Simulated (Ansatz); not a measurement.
Worked example: self-consistent single point of PbBrF (P1, 6 atoms in the cell) in Ansatz (a first-principles code).

Method: LDA (PW92), PAW files made with PBE (plane waves; Ansatz).

The change in words: lattice scaled by 0.98. Reference geometry:
```
PbBrF
1.0
    4.18506     0.00000     0.00000
    0.00000     4.18506     0.00000
    0.00000     0.00000     7.66234
Pb Br F
2 2 2
Direct
  0.97602   0.52317   0.80846
  0.50347   0.01172   0.17919
  0.50457   0.98665   0.64816
  0.00816   0.51309   0.35639
  0.48375   0.47153   0.99898
  0.02402   0.99384   0.00882
```

Reference input (self-consistent single point, DFT, LDA (PW92), plane waves, PAW files made with PBE): basis.ecutwfc = 30.9 Ry; kpoints.mp_grid.grid = 4 4 2; hamiltonian.xc = lda; hamiltonian.pseudopotentials = {kind: paw} (an earlier, softer set of the program's PAW files); scf.occupations.method = fixed. This run's input differs from it in these lines:

```diff
@@ -3,5 +3,5 @@
   lattice:
-    - [4.18506000, 0.00000000, 0.00000000]
-    - [0.00000000, 4.18506000, 0.00000000]
-    - [0.00000000, 0.00000000, 7.66234000]
+    - [4.10135900, 0.00000000, 0.00000000]
+    - [0.00000000, 4.10135900, 0.00000000]
+    - [0.00000000, 0.00000000, 7.50909300]
   atoms:
```

The program printed (abridged):

```
SCF iter   1: F=—  HF=-30194.703777 eV  |F-HF|=—  |Δ(HF+E_count)|=         —  Δρ=1.51e-1  dr2=4.16e1  ethr=3.10e-3  ⟨swp⟩=5.0  Hψ=2357  notcnv=0  defer=74
all-band conjugate gradients solve this SCF's bands
preconditioner: auto → Resta (q_TF=auto, 2.382 Å⁻¹)
SCF iter   2: F=—  HF=-30189.578830 eV  |F-HF|=—  |Δ(HF+E_count)|=    5.12e0  Δρ=9.99e-2  dr2=7.04e0  ethr=3.10e-3  ⟨swp⟩=4.0  Hψ=1913  notcnv=0  defer=52
   [... lines left out ...]
SCF iter   7: F=—  HF=-30187.707987 eV  |F-HF|=—  |Δ(HF+E_count)|=   2.21e-5  Δρ=1.10e-4  dr2=1.71e-5  ethr=3.91e-7  ⟨swp⟩=2.0  Hψ=856  notcnv=0  defer=79
SCF iter   8: F=—  HF=-30187.707986 eV  |F-HF|=—  |Δ(HF+E_count)|=   9.42e-7  Δρ=8.20e-5  dr2=5.73e-6  ethr=3.05e-8  ⟨swp⟩=2.0  Hψ=1201  notcnv=0  defer=62
SCF iter   9: F=—  HF=-30187.707985 eV  |F-HF|=—  |Δ(HF+E_count)|=   1.26e-6  Δρ=1.76e-5  dr2=4.21e-7  ethr=1.02e-8  ⟨swp⟩=2.0  Hψ=1138  notcnv=0  defer=62
SCF iter  10: F=-30187.707985 eV  HF=-30187.707985 eV  |F-HF|=3.08e-9  |Δ(HF+E_count)|=   5.06e-8  Δρ=2.90e-6  dr2=9.65e-9  ethr=1.79e-10  ⟨swp⟩=12.6  Hψ=3967  notcnv=0
SCF 1 converged in 10 iterations: F = -30187.707985 eV  dr2 = 9.65e-9
Free energy (F): -30187.707985 eV
Internal energy: -30187.707985 eV  (E = F + TS)
E sigma→0 (E₀):  -30187.707985 eV
Fermi energy:    6.556433 eV
--- Forces (eV/Å), atoms counted from 1 ---
  atom   1  Pb     0.19910485    -0.22626883    -0.34904479
  atom   2  Pb     0.06335945    -0.18849638     0.89248718
  atom   3  Br    -0.10001886     0.16951065     0.12833382
  atom   4  Br     0.03681665    -0.23040893    -0.05525426
  atom   5  F      0.24800515     0.51737902    -0.20735129
  atom   6  F     -0.44727063    -0.04171370    -0.40916718
--- Stress (GPa, compression-positive) ---
        0.546720      -0.147074       0.194382
       -0.147074       0.489975      -0.555965
        0.194382      -0.555965       0.594367
  P = ⅓ Tr σ = 0.5437 GPa (5.437 kbar)
  The stress holds the Pulay correction. Without it, at fixed plane waves, as pw.x and ABINIT print it: P = 0.3602 GPa
```

The run converged in 10 iterations. Against the reference run the free energy falls by 11.1 meV/atom, the pressure goes from -3.03 to 0.54 GPa, the largest force goes from 0.502 to 0.914 eV/Å and the gap on the mesh goes from 2.323 to 2.274 eV.

The starting cell comes from a database of computed structures (which also holds hypothetical and non-ambient phases and stackings), without a prior relaxation at this level. Its atoms were displaced at random from the sites of space group no. 129. For this run, on top of that: lattice scaled by 0.98. Spin-orbit coupling is off. Ansatz's pressure includes its estimate of the finite-basis (Pulay) stress.

Keys are those of Ansatz 0.2.
